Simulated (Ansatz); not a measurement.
Density of states of ZnSe (F-43m) above the conduction band minimum, r2SCAN with spin-orbit coupling, rigid bands (Ansatz, a first-principles code); cell volume 44.7 Å³.

(energy from edge (eV), 10⁻³ states/eV/cell): (0.006, 1.17); (0.031, 2.56); (0.056, 3.55); (0.081, 4.43); (0.106, 5.19); (0.131, 5.98); (0.156, 6.73); (0.181, 7.56); (0.206, 8.30); (0.231, 9.10); (0.256, 9.92); (0.281, 10.7); (0.319, 12.0); (0.344, 12.8); (0.369, 13.8); (0.394, 14.7); (0.419, 15.6); (0.444, 16.6); (0.469, 17.7); (0.494, 18.6); (0.519, 19.8); (0.544, 21.0); (0.569, 21.9); (0.594, 23.1)

Q: What effective density of states at 300 K does this give (∫ g(E) exp(−E/k_BT) dE, both spins, divided by the cell's size)?

A: 1.2e18 cm⁻³, a density-of-states mass of 0.135 mₑ, valleys and band degeneracy included.

Geometry: cell and atoms relaxed with PBEsol.
